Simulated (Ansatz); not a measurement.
Worked example: self-consistent single point of a (001) slab of Sn (cut from a parent of space group no. 71; 4 atoms in the cell) in Ansatz (a first-principles code).

Method of the run: PBEsol, default PAW files made with PBE (plane waves; Ansatz).

The change in words: vacuum of 3 angstrom (first run: 14 Å). Reference geometry:
```yaml
crystal:
  lattice:
    - [3.39259, 0.00000, 0.00000]
    - [0.00000, 3.92105, 0.00000]
    - [0.00000, 0.00000, 20.34262]
  atoms:
    - { symbol: Sn, position: [0.00000, 0.00000, 0.44804] }
    - { symbol: Sn, position: [0.50000, 0.50000, 0.34410] }
    - { symbol: Sn, position: [0.00000, 0.00000, 0.65590] }
    - { symbol: Sn, position: [0.50000, 0.50000, 0.55197] }
```

Reference input (self-consistent single point, DFT, PBEsol, plane waves, default PAW files made with PBE): basis.ecutwfc = 30.9 Ry; kpoints.mp_grid.grid = 9 8 1; hamiltonian.xc = pbesol; hamiltonian.pseudopotentials = {kind: paw} (the program's default PAW files); scf.occupations.method = fermi_dirac; scf.occupations.width = 0.0073 Ry. This run's input differs from it in these lines:

Ansatz 0.2 input:
```diff
@@ -5,8 +5,8 @@
     - [0.000000, 3.921048, 0.000000]
-    - [0.000000, 0.000000, 20.342619]
+    - [0.000000, 0.000000, 9.342625]
   atoms:
-    - { symbol: Sn, position: [0.000000, 0.000000, 0.448035] }
-    - { symbol: Sn, position: [0.500000, 0.500000, 0.344105] }
-    - { symbol: Sn, position: [0.000000, 0.000000, 0.655895] }
-    - { symbol: Sn, position: [0.500000, 0.500000, 0.551965] }
+    - { symbol: Sn, position: [0.000000, 0.000000, 0.386851] }
+    - { symbol: Sn, position: [0.500000, 0.500000, 0.160554] }
+    - { symbol: Sn, position: [0.000000, 0.000000, 0.839446] }
+    - { symbol: Sn, position: [0.500000, 0.500000, 0.613149] }
 basis:
```

Output, abridged:

```
SCF iter   1: F=—  HF=-23798.323491 eV  |F-HF|=—  |Δ(HF+E_count)|=         —  Δρ=2.78e-3  dr2=7.24e-3  ethr=1.77e-3  ⟨swp⟩=7.4  Hψ=3680  notcnv=0
all-band conjugate gradients solve this SCF's bands
preconditioner: auto → Kerker (q_TF=auto, 2.389 Å⁻¹)
SCF iter   2: F=—  HF=-23798.318616 eV  |F-HF|=—  |Δ(HF+E_count)|=   4.87e-3  Δρ=1.64e-3  dr2=2.51e-3  ethr=1.29e-5  ⟨swp⟩=2.0  Hψ=1134  notcnv=0  defer=1
   [... lines left out ...]
SCF iter   5: F=—  HF=-23798.318071 eV  |F-HF|=—  |Δ(HF+E_count)|=   1.09e-5  Δρ=9.81e-5  dr2=1.39e-5  ethr=9.59e-8  ⟨swp⟩=2.0  Hψ=1509  notcnv=0  defer=1
SCF iter   6: F=—  HF=-23798.318070 eV  |F-HF|=—  |Δ(HF+E_count)|=   1.10e-6  Δρ=2.98e-5  dr2=1.11e-6  ethr=2.48e-8  ⟨swp⟩=1.1  Hψ=849  notcnv=0  defer=1
SCF iter   7: F=—  HF=-23798.318070 eV  |F-HF|=—  |Δ(HF+E_count)|=   5.94e-8  Δρ=1.38e-5  dr2=1.90e-7  ethr=1.99e-9  ⟨swp⟩=2.2  Hψ=1234  notcnv=0  defer=1
SCF iter   8: F=-23798.318070 eV  HF=-23798.318070 eV  |F-HF|=3.56e-8  |Δ(HF+E_count)|=   8.42e-8  Δρ=4.84e-6  dr2=3.38e-8  ethr=1.79e-10  ⟨swp⟩=5.4  Hψ=2910  notcnv=0
SCF 1 converged in 8 iterations: F = -23798.318070 eV  dr2 = 3.38e-8
Free energy (F): -23798.318070 eV
Internal energy: -23798.250174 eV  (E = F + TS)
E sigma→0 (E₀):  -23798.284122 eV
Entropy (-TS):   -0.067896 eV (-16.974 meV/atom)
Fermi energy:    8.792932 eV
--- Forces (eV/Å), atoms counted from 1 ---
  atom   1  Sn     0.00000000    -0.00000000    -0.20455837
  atom   2  Sn     0.00000000     0.00000000    -0.02688871
  atom   3  Sn    -0.00000000    -0.00000000     0.02688871
  atom   4  Sn    -0.00000000     0.00000000     0.20455837
--- Stress (GPa, compression-positive) ---
       -5.448418       0.000000       0.000000
        0.000000      -4.885456       0.000000
        0.000000       0.000000      -1.790298
  P = ⅓ Tr σ = -4.0414 GPa (-40.414 kbar)
  The stress holds the Pulay correction. Without it, at fixed plane waves, as pw.x and ABINIT print it: P = -4.0686 GPa
```

The run converged in 8 iterations. Against the reference run the free energy falls by 97.7 meV/atom and the largest force goes from 0.395 to 0.205 eV/Å.

The starting cell comes from a database of computed structures (which also holds hypothetical and non-ambient phases and stackings), without a prior relaxation at this level. The slab is cut from that crystal, and its faces are unrelaxed. Its lattice was rescaled by up to half a per cent.
